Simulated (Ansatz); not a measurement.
Take BP in the zinc blende structure (space group F-43m, No. 216; a = 4.537 Å) as the base. Axes: x, y, z lie along the cube axes.

Calculations: Ansatz (a quantum-chemistry and plane-wave program), r2SCAN, PAW, cutoff 500 eV, no spin-orbit coupling.

Base values:

The band gap is 1.41 eV and the valence-band top at Γ is 0.00, 0.00, 0.00 eV.

It is then changed as follows: a pure shear with ε_xy = ε_yx = 0.0114, atoms relaxed at fixed cell.

Question: What happens to the stress?

Answer: The stress (xx, yy, zz, yz, xz, xy; compression positive) is (0.10, 0.10, -0.01, 0.00, 0.00, -4.50) GPa.

Question: Predict the new band gap.

Answer: The band gap falls by 0.15 eV to 1.26 eV.

Question: What does the calculation give for the valence-band top at Γ after the change?

Answer: The valence-band top at Γ (three highest levels, from the VBM) changes from 0.00, 0.00, 0.00 eV to 0.00, -0.11, -0.19 eV.

The cells carry an imposed strain or load. Stability against distortions was not tested.
